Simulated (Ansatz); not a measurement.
Functionals compared on a constructed model of the (0001) surface of wurtzite GaN, Ga-terminated, 2x2 Ga adatom at T4 (bottom of the slab: 3 H on 4 bottom sites), in Ansatz (plane waves, PAW). The structure was relaxed with PBE; the other rows are single points on it. Cutoff 420 eV (500 eV for r2SCAN).

Set-up: 44 atoms, 13.9 Å thick at the start with caps and adatoms (thin: gaps and levels are the slab's own); mesh 4x4x1; 0.025 eV smearing; dipole correction on; 8 atoms held, the rest relaxed; start symmetry kept, larger cells not searched; no spin, no spin-orbit, no U. In PBE it is, or lies within 0.01 eV a 1x1 cell of, the lowest of the 3 structures of its composition computed so far; subsurface sites and larger cells were not tried. These notes are the PBE run's.

```json
[
 {"functional": "PBE", "gap of the slab on its k-mesh (eV)": "0.29", "highest filled level below the top vacuum level (eV)": "4.62", "rough cost of the single point": "–"},
 {"functional": "r2SCAN", "gap of the slab on its k-mesh (eV)": "0.59", "highest filled level below the top vacuum level (eV)": "4.84", "rough cost of the single point": "around 5 core-minutes (rough)"}
]
```

Ansatz is a program for electronic structure.
